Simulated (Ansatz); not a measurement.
Start from Hf in the hcp (Mg type) structure (space group P6_3/mmc, No. 194; relaxed with 0.1 eV smearing).

```yaml
crystal:
  lattice:
    - [3.19829, 0.00000, 0.00000]
    - [-1.59915, 2.76980, 0.00000]
    - [0.00000, 0.00000, 5.04882]
  atoms:
    - { symbol: Hf, position: [0.66667, 0.33333, 0.75000] }
    - { symbol: Hf, position: [0.33333, 0.66667, 0.25000] }
```

Cartesian axes are those of the cell as printed.

Method: plane-wave PAW DFT at the r2SCAN level (Ansatz, a program for electronic structure, 500 eV), spin-orbit coupling left out.

Now apply this change: an isotropic linear strain of −2.00 %; the atoms relax in the strained cell.

### Question
Predict the stress tensor and what it implies for the stiffness.

### Answer
Stress of the strained cell less that of the base (GPa, compression positive):
```
    7.3     0.0     0.0
    0.0     7.3     0.0
    0.0     0.0     7.5
```

Then B = −ΔP/(ΔV/V₀) with ΔV/V₀ = -0.0588 gives secant stiffness values (nonlinear terms included at this strain): B (at held cell shape, above the free-shape value) ≈ 125 GPa.

As a check, the harmonic strain energy −½ V₀ Δσ:ε is 31 meV/atom; the computed energy rise is 29 meV/atom.

No phonon test of stability was made. The final runs are not spin-polarised.
